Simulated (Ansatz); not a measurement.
The starting structures come from a database of crystals and need not be the phases stable at ambient conditions.

 Where the default PAW files enter, the runs use the earlier of Ansatz's two default sets.

Here is the system:

```
CELL_PARAMETERS angstrom
      6.57382     0.00000     0.00000
     -3.28691     5.69310     0.00000
      3.28691     1.89770     5.36750
ATOMIC_POSITIONS crystal
  K  0.00000 0.50000 0.50000
  Rb 0.50000 0.25000 0.25000
  Rb 0.50000 0.75000 0.75000
  In 0.00000 0.00000 0.00000
  F  0.00000 0.77341 0.22659
  F  0.00000 0.22659 0.77341
  F  0.00000 0.22659 0.22659
  F  0.00000 0.77341 0.77341
  F  0.54682 0.77341 0.22659
  F  0.45318 0.22659 0.77341
```

Space group of this cell: Fm-3m. The cell is taken as given; by PBEsol its mean pressure is -2.2 GPa.

Transport runs along the normal of the first two printed cell vectors, the (111) plane of the conventional cell.

The gap is the functional's own, uncorrected, and κ follows it; spin-orbit coupling is left out. Mid-gap values are interpolated between the computed energies.

Task: Compute, with PBEsol run with Ansatz (a quantum-chemistry and plane-wave program), the band gap and the smallest decay constant κ at mid-gap.

Result: Gap 5.21 eV on a 8×8×8 mesh; κ = 0.481 1/Å, at the zone centre.
